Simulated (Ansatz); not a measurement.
Take IrO2 in the rutile structure (space group P4_2/mnm, No. 136; a = 4.529 Å, c = 3.180 Å) as the base.

Level of theory: PBE (Ansatz, a program for electronic structure, PAW, no SOC).

One change was made to it. Results:

The lattice parameter a shrinks by 0.2917 Å (4.529 Å → 4.238 Å); the c/a ratio grows by 0.0295 (0.702 → 0.732).

**Question.** What was done to the base?
A) pressure 9 GPa
B) pressure −1 GPa
C) pressure 60 GPa

**Answer.** C, pressure 60 GPa. For comparison, the lattice parameter a in the other runs: pressure 9 GPa gives 4.470 Å; pressure −1 GPa gives 4.536 Å.

Load acts through the strain it causes; cell and atoms are relaxed under it. Whether these cells are dynamically stable was not tested. No other phases were tried under pressure. No Hubbard U is applied, and correlation can decide whether such a compound is a metal. The final runs are not spin-polarised.
